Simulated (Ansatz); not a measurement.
# MoS2 under a change: Ru on a Mo site, symmetric start

Start from a 9-atom supercell of MoS₂ in the 3R-MoS2 type structure (space group R3m, No. 160; a = 3.1754 Å, c = 18.5860 Å (hexagonal axes); layered, stacked along the Cartesian z axis) at its relaxed geometry.

Now apply this change: one Mo atom is replaced by Ru, atoms relaxed at fixed cell.

Computed with r2SCAN+rVV10 (Ansatz, a first-principles code, PAW, scalar-relativistic without spin-orbit coupling), earlier PAW set. Settings: 4×5×5 k-points, 0.01 eV Fermi–Dirac smearing.

Pressure: 0.8 GPa (base 0.0 GPa)
Largest displacement of a host atom from its site in the perfect cell: 0.09 Å
Shift of the substituted atom off its lattice site: 0.19 Å

Final structure:

```
CELL_PARAMETERS angstrom
      1.58770     0.91666     6.19534
     -4.76309     2.74997     0.00000
      0.00000    -5.49995     0.00000
ATOMIC_POSITIONS crystal
  Ru 0.00009 0.30111 0.63445
  Mo 0.00002 0.68553 0.34919
  Mo 0.00002 0.01586 0.01886
  S  0.25884 0.07976 0.41309
  S  0.24262 0.42518 0.07552
  S  0.24262 0.74218 0.75852
  S  0.74159 0.90693 0.24026
  S  0.75695 0.26338 0.91330
  S  0.75695 0.57996 0.59671
```

Other magnetic orders, which the real material may have, were not ruled out. In so small a cell the defect repeats every few ångströms: this is an ordered compound, not a dilute defect. The defect started on the symmetric site and kept its symmetry, so it may sit on a saddle. Starting moments died away, wholly or in part, for Ru on a Mo site; another magnetic solution may exist. The defect cell is spin-polarised and ends with 0.0 μB.
